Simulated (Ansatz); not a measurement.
**C11b MoSi₂**

Method: LDA (plane waves, PAW; Ansatz, a quantum-chemistry and plane-wave program).

Run with plane-wave cutoff 520 eV, 18×18×18 k mesh, Fermi–Dirac smearing 0.1 eV, perturbation theory, force constants from a 6×6×6 q mesh, no spin polarisation, scalar-relativistic PAW data made under PBE.

Cell: relaxed at this level.

```
Property                   Value
-----------------  -------------
zero-point energy  0.054 eV/atom
```

It cost roughly 8 core-hours of CPU time.
